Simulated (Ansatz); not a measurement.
AlB2-type YbB2

These are r²SCAN in Ansatz (plane waves, PAW) values and carry that method's errors.

Numerical settings: plane-wave cutoff 560 eV, 18×18×16 k mesh (along the axes of the cell as run), Fermi–Dirac smearing 0.05 eV, spin-polarised with parallel moments, scalar-relativistic PAW data made under PBE.

Cell (relaxed at this level):

```cif
data_B2Yb
_chemical_formula_sum 'Yb1 B2'
_space_group_name_H-M_alt 'P 1'
_space_group_IT_number 1
_cell_length_a 3.23735
_cell_length_b 3.23735
_cell_length_c 3.82041
_cell_angle_alpha 90.000
_cell_angle_beta 90.000
_cell_angle_gamma 120.000
loop_
_space_group_symop_operation_xyz
  'x, y, z'
loop_
_atom_site_label
_atom_site_type_symbol
_atom_site_fract_x
_atom_site_fract_y
_atom_site_fract_z
_atom_site_occupancy
Yb1 Yb 0.00000 0.00000 0.00000 1
B1 B 0.33333 0.66667 0.50000 1
B2 B 0.66667 0.33333 0.50000 1
```
Starting moments (μB, in the order of the record's atoms Yb B B): 1.0 0.0 0.0.

```json
{
  "bulk_modulus": "151 GPa"
}
```

Measured, for comparison: bulk modulus 182 GPa (room temperature, no zero-point or thermal correction; as tabulated in YbB2 under high pressure, J. Phys.: Condens. Matter 24, 345401 (2012)). Computed (rounded) less measured: bulk modulus -17 %.

Note: the magnetic order was assumed, not searched for or taken from measurement; the bulk modulus is −V dP/dV from two relaxed cells at ±2 % in volume; the relaxation could not lower the start's symmetry, so the cell can be a saddle point above a distorted one; the 4f shell is treated without U or exact exchange, so its levels and filling can be wrong; the moments ended far under their starting size, a low-moment state that need not be the lowest.

Spin–orbit coupling is not included; it can open a gap where bands touch, and shift volumes and moduli.

Static lattice: no zero-point or thermal effects.

Ansatz is a first-principles code.
